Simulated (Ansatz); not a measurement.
We consider fcc Yb, described by PBE (plane waves, PAW; Ansatz, an electronic-structure program).

Numerical settings: plane-wave cutoff 520 eV, 20×20×20 k mesh, Fermi–Dirac smearing 0.026 eV (set by the program), no spin polarisation, scalar-relativistic PAW data made under PBE.

The cell has the measured lattice: a = 5.4846 Å, b = 5.4846 Å, c = 5.4846 Å, α = 90.00°, β = 90.00°, γ = 90.00°.

What does this level give for the Poisson ratio, elastic constant C44, Voigt–Reuss–Hill bulk modulus, elastic constant C12 and elastic constant C11?


Poisson ratio: 0.178
elastic constant C44: 14.0 GPa
Voigt–Reuss–Hill bulk modulus: 10.4 GPa
elastic constant C12: 7.72 GPa
elastic constant C11: 15.9 GPa

Note: the cell isn't this level's own, so it is under some stress, which shifts stiffness and frequencies.

Elastic constants are with the ions relaxed.

Spin–orbit coupling is not included.

Computed values are for the static lattice.

Computing time: very roughly 4 core-minutes.
